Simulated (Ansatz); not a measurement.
The parent structure is Ti in the hcp (Mg type) structure (space group P6_3/mmc, No. 194; a = 2.902 Å, c = 4.593 Å; relaxed with 0.1 eV smearing). Axes: x lies along a and z along c of the hexagonal cell.

Computed with PBEsol, PAW, 420 eV (Ansatz, a quantum-chemistry and plane-wave program; no SOC).

Before the change:

| Property | Value |
|---|---|
| Pressure | 0.0 GPa |

Now apply this change: the cell is stretched by 1.00 % along z with no lateral relaxation; the atoms relax in the strained cell.

Question: Estimate the effect on the pressure.

Answer: The pressure (mean of the normal stresses, compression positive) goes from zero to -1.2 GPa.

Stability against distortions was not tested. All final runs are without spin polarisation.
